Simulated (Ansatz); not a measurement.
# HfC: response to strain

Consider HfC in the rock salt structure (space group Fm-3m, No. 225; relaxed with 0.1 eV smearing).

```
HfC
1.0
    0.00000     2.30353     2.30353
    2.30353     0.00000     2.30353
    2.30353     2.30353     0.00000
Hf C
1 1
Direct
  0.00000   0.00000   0.00000
  0.50000   0.50000   0.50000
```

Strains are applied to the cell and any free atomic positions relax.

The values are results of PBEsol, PAW, 420 eV (Ansatz, a program for electronic structure; no SOC), not measurements.

Notes on the quantities. energy relative to the base: free energy F.

```json
[
 {"case": "base", "energy relative to the base": "0 meV/atom", "pressure": "0.0 GPa", "volume per atom": "12.22 Å³"},
 {"case": "isotropic strain −3.00 %", "energy relative to the base": "+84 meV/atom", "pressure": "27.1 GPa", "volume per atom": "11.16 Å³"},
 {"case": "isotropic strain −2.50 %", "energy relative to the base": "+57 meV/atom", "pressure": "21.9 GPa", "volume per atom": "11.33 Å³"},
 {"case": "isotropic strain −2.00 %", "energy relative to the base": "+36 meV/atom", "pressure": "16.9 GPa", "volume per atom": "11.50 Å³"},
 {"case": "isotropic strain −0.50 %", "energy relative to the base": "+2.2 meV/atom", "pressure": "3.8 GPa", "volume per atom": "12.04 Å³"},
 {"case": "isotropic strain +1.00 %", "energy relative to the base": "+8.3 meV/atom", "pressure": "-7.0 GPa", "volume per atom": "12.59 Å³"},
 {"case": "isotropic strain +1.50 %", "energy relative to the base": "+18 meV/atom", "pressure": "-10.2 GPa", "volume per atom": "12.78 Å³"},
 {"case": "isotropic strain +2.00 %", "energy relative to the base": "+32 meV/atom", "pressure": "-13.1 GPa", "volume per atom": "12.97 Å³"},
 {"case": "isotropic strain +2.50 %", "energy relative to the base": "+50 meV/atom", "pressure": "-15.9 GPa", "volume per atom": "13.16 Å³"},
 {"case": "isotropic strain +3.00 %", "energy relative to the base": "[?]", "pressure": "[?]", "volume per atom": "13.36 Å³"}
]
```

Question: Fill in the withheld entries from the trend.

Answer: 
- isotropic strain +3.00 %, energy relative to the base: +70 meV/atom
- isotropic strain +3.00 %, pressure: -18.5 GPa

No phonon test of stability was made. The final runs are not spin-polarised.
